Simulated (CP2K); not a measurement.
**Worked example: self-consistent single point of Ca3ZnSe4 (P-43m, 8 atoms in the cell) in CP2K**

Method of the run: LDA (Pade form), GPW, DZVP-MOLOPT-SR-GTH basis, GTH-PADE potentials (GTH_POTENTIALS) (CP2K 2026.2).

Input as run:

```
&GLOBAL
  PROJECT run
  RUN_TYPE ENERGY_FORCE
  PRINT_LEVEL MEDIUM
&END GLOBAL
&FORCE_EVAL
  METHOD Quickstep
  STRESS_TENSOR ANALYTICAL
  &DFT
    BASIS_SET_FILE_NAME BASIS_MOLOPT
    POTENTIAL_FILE_NAME GTH_POTENTIALS
    &QS
      METHOD GPW
      EPS_DEFAULT 1E-10
    &END QS
    &MGRID
      CUTOFF 600
      REL_CUTOFF 50
      NGRIDS 5
    &END MGRID
    &SCF
      SCF_GUESS ATOMIC
      EPS_SCF 1E-7
      MAX_SCF 100
      ADDED_MOS 11
      &DIAGONALIZATION
        ALGORITHM STANDARD
      &END DIAGONALIZATION
      &MIXING
        METHOD BROYDEN_MIXING
        ALPHA 0.2
        NBUFFER 12
        BETA 1
      &END MIXING
    &END SCF
    &KPOINTS
      SCHEME MONKHORST-PACK 3 3 3
    &END KPOINTS
    &XC
      &XC_FUNCTIONAL PADE
      &END XC_FUNCTIONAL
    &END XC
    &PRINT
      &MO
        EIGENVALUES T
        OCCUPATION_NUMBERS T
        NDIGITS 8
        FILENAME mo
        &EACH
          QS_SCF 0
        &END EACH
        ADD_LAST NUMERIC
      &END MO
      &MULLIKEN ON
      &END MULLIKEN
    &END PRINT
  &END DFT
  &SUBSYS
    &CELL
      ABC 6.33205200 6.33205200 6.33205200
      ALPHA_BETA_GAMMA 90.00000000 90.00000000 90.00000000
      PERIODIC XYZ
    &END CELL
    &COORD
      Ca       0.00000000     3.16602600     3.16602600
      Ca       3.16602600     0.00000000     3.16602600
      Ca       3.16602600     3.16602600     0.00000000
      Zn       0.00000000     0.00000000     0.00000000
      Se       4.87511016     4.87511016     1.45694184
      Se       4.87511016     1.45694184     4.87511016
      Se       1.45694184     1.45694184     1.45694184
      Se       1.45694184     4.87511016     4.87511016
    &END COORD
    &KIND Ca
      BASIS_SET DZVP-MOLOPT-SR-GTH
      POTENTIAL GTH-PADE-q10
    &END KIND
    &KIND Zn
      BASIS_SET DZVP-MOLOPT-SR-GTH
      POTENTIAL GTH-PADE-q12
    &END KIND
    &KIND Se
      BASIS_SET DZVP-MOLOPT-SR-GTH
      POTENTIAL GTH-PADE-q6
    &END KIND
  &END SUBSYS
  &PRINT
    &FORCES ON
    &END FORCES
    &STRESS_TENSOR ON
    &END STRESS_TENSOR
  &END PRINT
&END FORCE_EVAL
```

Output (repeated stretches shortened):

```
 GLOBAL| Method name                                                        CP2K
 GLOBAL| Project name                                                        run
 GLOBAL| Run type                                                   ENERGY_FORCE

 CELL| Volume [angstrom^3]:                                           253.882881
 CELL| Vector a [angstrom]:       6.332     0.000     0.000   |a| =     6.332052
 CELL| Vector b [angstrom]:       0.000     6.332     0.000   |b| =     6.332052
 CELL| Vector c [angstrom]:       0.000     0.000     6.332   |c| =     6.332052
 CELL| Angle (b,c), alpha [degree]:                                    90.000000
 CELL| Angle (a,c), beta  [degree]:                                    90.000000
 CELL| Angle (a,b), gamma [degree]:                                    90.000000
 CELL| Numerically orthorhombic:                                             YES
 CELL| Periodicity                                                           XYZ

 DFT| Spin restricted Kohn-Sham (RKS) calculation                            RKS
 DFT| Multiplicity                                                             1
 DFT| Number of spin states                                                    1
 DFT| Charge                                                                   0
 DFT| XC density smoothing                                                  NONE
 DFT| XC derivatives                                                          PW

 QS| Method:                                                                 GPW
 QS| Density plane wave grid type                        NON-SPHERICAL FULLSPACE
 QS| Number of grid levels:                                                    5
 QS| Density cutoff [a.u.]:                                                300.0
 QS| Multi grid cutoff [a.u.]: 1) grid level                               300.0
   [... lines left out ...]
 BRILLOUIN| Wavefunction type                                            COMPLEX
 BRILLOUIN| List of Kpoints [2 Pi/Bohr]                                       14
 BRILLOUIN| Number           Weight            X              Y              Z
 BRILLOUIN|     1           0.07407       -0.33333       -0.33333       -0.33333
 BRILLOUIN|     2           0.07407       -0.33333       -0.33333        0.00000
 BRILLOUIN|     3           0.07407       -0.33333       -0.33333        0.33333
   [... 11 lines left out ...]
 *******************************************************************************

 Extrapolation method: initial_guess

 Re-scaling the density matrix to get the right number of electrons
                  # Electrons              Trace(P)               Scaling factor
                           66                66.000                        1.000

 Number of electrons:                                                         66
 Number of occupied orbitals:                                                 33
 Number of molecular orbitals:                                                44

 Number of orbital functions:                                                119
 Number of independent orbital functions:                                    119
 SCF WAVEFUNCTION OPTIMIZATION

  Step     Update method      Time    Convergence         Total energy    Change
     1 NoMix/Diag. 0.20E+00      -     1.87707015      -209.2487696417 -2.09E+02
     2 Broy./Diag. 0.20E+00      -     0.03952540      -208.0470385162  1.20E+00
     3 Broy./Diag. 0.20E+00      -     0.13227939      -208.2864894227 -2.39E-01
     4 Broy./Diag. 0.20E+00      -     0.03807620      -208.6507943817 -3.64E-01
     5 Broy./Diag. 0.20E+00      -     0.01521728      -208.9578610577 -3.07E-01
     6 Broy./Diag. 0.20E+00      -     0.00371541      -209.0616404961 -1.04E-01
     7 Broy./Diag. 0.20E+00      -     0.00485117      -209.0287128177  3.29E-02
   [... 9 lines left out ...]
    17 Broy./Diag. 0.20E+00      -     0.00000028      -209.0214270683 -4.29E-05
    18 Broy./Diag. 0.20E+00      -     0.00000045      -209.0214221691  4.90E-06
    19 Broy./Diag. 0.20E+00      -     0.00000046      -209.0214199257  2.24E-06
    20 Broy./Diag. 0.20E+00      -     0.00000011      -209.0214190763  8.49E-07
    21 Broy./Diag. 0.20E+00      -     0.00000003      -209.0214197423 -6.66E-07
  *** SCF run converged in    21 steps ***

  Electronic density on regular grids:        -65.9999999989        0.0000000011
  Core density on regular grids:               65.9999999931       -0.0000000069
  Total charge density on r-space grids:       -0.0000000058
  Total charge density g-space grids:          -0.0000000058

  Overlap energy of the core charge distribution:               0.00000000229375
  Self energy of the core charge distribution:               -376.29658196805110
  Core Hamiltonian energy:                                     93.41643627288184
  Hartree energy:                                             106.03106963780780
  Exchange-correlation energy:                                -32.17234368725717

  Total energy:                                              -209.02141974232489

                     Mulliken Population Analysis

 #  Atom  Element  Kind  Atomic population                           Net charge
       1     Ca       1          9.578661                              0.421339
       2     Ca       1          9.578661                              0.421339
       3     Ca       1          9.578661                              0.421339
       4     Zn       2         11.917997                              0.082003
       5     Se       3          6.336505                             -0.336505
       6     Se       3          6.336505                             -0.336505
       7     Se       3          6.336505                             -0.336505
       8     Se       3          6.336505                             -0.336505
 # Total charge                             66.000000                 -0.000000

 ENERGY| Total FORCE_EVAL ( QS ) energy [hartree]           -209.021420266501764

 FORCES| Atomic forces [hartree/bohr]
 FORCES|   Atom     x               y               z               |f|
 FORCES|      1  8.47346355E-10 -1.25705038E-10  1.56531191E-09   1.78437636E-09
 FORCES|      2 -4.25714949E-09 -5.25563541E-12  1.23351980E-08   1.30491555E-08
 FORCES|      3  5.46467099E-09  4.60019117E-10  1.60603016E-08   1.69707847E-08
 FORCES|      4  8.31873422E-09  5.61861490E-09  1.18449909E-08   1.55265573E-08
 FORCES|      5  1.25495874E-03  1.25496268E-03 -1.25497246E-03   2.17366250E-03
 FORCES|      6  1.25495261E-03 -1.25495479E-03  1.25495463E-03   2.17364411E-03
 FORCES|      7 -1.25496092E-03 -1.25496727E-03 -1.25496896E-03   2.17366439E-03
 FORCES|      8 -1.25495498E-03  1.25495925E-03  1.25495082E-03   2.17364585E-03
 FORCES| Sum     5.82548414E-09  5.82560556E-09  5.82636620E-09
 FORCES| Total atomic force                                       1.00906139E-08

 STRESS| Analytical stress tensor [bar]
 STRESS|                        x                   y                   z
 STRESS|      x       -1.96489673805E+04  -1.13792389728E-02   1.88976531782E-04
 STRESS|      y       -1.13792389728E-02  -1.96489740890E+04  -2.60816666973E-03
 STRESS|      z        1.88976531782E-04  -2.60816666973E-03  -1.96489343568E+04
 STRESS| 1/3 Trace                                            -1.96489586088E+04
```

The run converged in 21 iterations.

The starting cell comes from a database of computed structures (which also holds hypothetical and non-ambient phases and stackings), without a prior relaxation at this level. Its lattice was rescaled by a random factor within 2.5 % of one. Values carry the incompleteness of an atom-centred basis.
